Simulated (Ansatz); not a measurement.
Abridged Ansatz (a quantum-chemistry and plane-wave program) output:

```
Pseudopotential: Sn, paw, valence charge 14
Crystal: 2 atoms, lattice volume = 70.859 Å³
Basis set: ecut = 500 eV, 1807 PW (Γ), exchange–correlation on 144×144×144 points (64 copies of the dense FFT grid, shifted against one another)
Bands: 18, of which v1, the nominal top of the filled ones, is band 14 counted from 1 (13 counted from 0)
Symmetry: 48 space group operations
k-points: 72 of 1728
Functional: x = r2scan, c = r2scan; τ floored in thin density (d = 2e-4 eV/Å³)
SCF iter   1: F=—  HF=-12077.337409 eV  |F-HF|=—  |Δ(HF+E_count)|=         —  Δρ=2.13e-2  dr2=3.18e-1  dr2_τ=3.93e-3  ethr=1.13e-3  ⟨swp⟩=1.0  Hψ=8982  notcnv=0
SCF iter   2: F=—  HF=-12077.392191 eV  |F-HF|=—  |Δ(HF+E_count)|=   5.48e-2  Δρ=1.10e-2  dr2=7.28e-2  dr2_τ=7.80e-4  ethr=1.13e-3  ⟨swp⟩=2.0  Hψ=1578  notcnv=0
SCF 1 converged in 7 iterations: F = -12077.409750 eV  dr2 = 1.52e-10
SCF converged after 7 iterations
Free energy (F): -12077.409750 eV
Internal energy: -12077.408971 eV  (E = F + TS)
E sigma→0 (E₀):  -12077.409361 eV
Entropy (-TS):   -0.000779 eV (-0.390 meV/atom)
Fermi energy:    7.365434 eV
--- Forces (eV/Å), atoms counted from 1 ---
  atom   1  Sn    -0.00000000     0.00000000    -0.00000000
  atom   2  Sn    -0.00000000     0.00000000    -0.00000000
--- Stress (GPa, compression-positive) ---
       -0.007984      -0.000000       0.000000
       -0.000000      -0.007984       0.000000
        0.000000       0.000000      -0.007984
  P = ⅓ Tr σ = -0.0080 GPa (-0.080 kbar)
```

What was computed, and what are the main results?

Sn, 2 atoms in the cell, with r2SCAN, PAW, 500 eV (Ansatz; no spin-orbit coupling), earlier PAW set. The last SCF converged to F = -12077.409750 eV, or -6038.7049 eV per atom, at a pressure of -0.01 GPa. The total energy compares only with runs of the same code, potentials and settings.

No phonon test of stability was made. The cell is Sn in the diamond structure (space group Fd-3m, No. 227).
